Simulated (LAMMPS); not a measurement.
LAMMPS 22 Jul 2025, classical MD, AIREBO (CH.airebo): C, 1000 atoms.

```
Quantity                                                                                       Value
-----------------------------------------------  ---------------------------------------------------
task                                                                                         MD, nve
potential                                                                          AIREBO, CH.airebo
copies of the repeat unit                                                                      5×5×5
shape (slab and sphere leave vacuum in the box)                                                 bulk
neighbor skin                                                                                    2 Å
neigh_modify                                                               every 1 delay 0 check yes
newton                                                                                  on (default)
atom_modify sort (bins of 2 Å where set)                                              1000 (default)
comm_style                                                                           brick (default)
box                                                                             17.8 × 17.8 × 17.8 Å
start                                            generated diamond lattice, warmed in an untimed run
```

All runs start from one configuration, warmed at this fixed volume for 300 steps under a thermostat at 1200 K. The run at the shortest step has a mean temperature of 1190 K and a mean pressure of 7.1 GPa.

Each run covers about 0.40 ps at constant energy (mean temperature 1190 K at the shortest step); σ is the standard deviation over the printed steps. One run each, on a shared machine, so no times are given.

Steps tried: 0.5 fs, 1 fs, 2 fs, 2.5 fs, 4 fs, 5 fs, 8 fs, 10 fs, 16 fs, 20 fs, 32 fs.

Task: What is the longest step at which the total energy fluctuates by under 5 % of the kinetic energy's fluctuation?

Result: 1 fs. The run fails or blows up at 4 fs, 5 fs, 8 fs, 10 fs, 16 fs, 20 fs, 32 fs.

```
time step  σ(E total)/σ(E kinetic)  last minus first total energy (meV/atom)  mean temperature (K)
---------  -----------------------  ----------------------------------------  --------------------
0.5 fs                      0.0050                                    +0.013                  1190
1 fs                         0.026                                     +0.23                  1190
2 fs                          0.18                                      +1.8                  1170
2.5 fs                        0.41                                      +4.7                  1160
4 fs             stops: Lost atoms                                         —                     —
5 fs             stops: Lost atoms                                         —                     —
8 fs             stops: Lost atoms                                         —                     —
10 fs            stops: Lost atoms                                         —                     —
16 fs            stops: Lost atoms                                         —                     —
20 fs            stops: Lost atoms                                         —                     —
32 fs            stops: Lost atoms                                         —                     —
```

The bar is a choice.
